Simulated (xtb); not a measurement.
xtb 6.7.1, GFN2-xTB: Ti(OH)(SH)3 ([OH][Ti]([SH])([SH])[SH]), 9 atoms. The geometry is a generated start, not checked to be a minimum at this level.

- method = GFN2-xTB
- --acc = 1 (default)
- --etemp (K) = 300 (default)
- detailed input (--input) = none: ANC optimiser, Lindh (1995) Hessian, microcycle=20, maxdispl=1.0, hlow=0.01 (default)
- basis functions = 48
- valence electrons = 32

```xyz
9

Ti     0.0737    -0.1820    -0.1637
O      1.3343     0.7594    -0.7291
H      2.1076     1.1878    -1.1011
S      0.6041    -1.0725     1.8916
H      1.4491    -0.0854     2.2379
S     -0.5567    -1.9780    -1.4476
H     -1.8050    -1.8667    -0.9521
S     -1.8732     1.0090     0.1821
H     -1.3338     2.2285     0.0820
```

Charge 0 and multiplicity 1 are set for this test and not shown to be the ground state.

The structure is relaxed from this start with --opt LEVEL for the levels crude, sloppy, loose, lax, normal, tight, vtight, extreme, once each. Up to the end of the extreme run atoms move by at most 0.45 Å along an axis.

**Question.** Which level is enough to come within 1 meV of the tightest end point?

**Answer.** normal: 28 cycles against 38, ending 0.16 meV above.

| level | cycles | energy above the extreme run (meV) | gradient norm (eV/Å) |
|---|---|---|---|
| crude | 1 | 23 | 0.17 |
| sloppy | 1 | 23 | 0.17 |
| loose | 1 | 23 | 0.17 |
| lax | 20 | 2.9 | 0.11 |
| normal | 28 | 0.16 | 0.052 |
| tight | 31 | 0.027 | 0.021 |
| vtight | 37 | under 0.01 | 0.0096 |
| extreme | 38 | — | 0.0093 |
